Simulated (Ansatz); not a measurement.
# AlB2-type TiB2: polycrystal shear modulus by level of theory

No measured value is used here.

| level (code) | value (GPa) | cell (Å³/atom) |
|---|---|---|
| LDA (Ansatz) | 282 | 8.17 |
| PBE (Ansatz) | 257 | 8.56 |
| PBEsol (Ansatz) | 271 | 8.37 |
| r²SCAN (Ansatz) | 268 | 8.51 |

Each level is taken at its own relaxed cell. Cutoffs differ between the levels. Ansatz's density-functional and Hartree–Fock values are scalar-relativistic unless marked +SOC, with PAW data made under PBE.

Ansatz is a first-principles code.
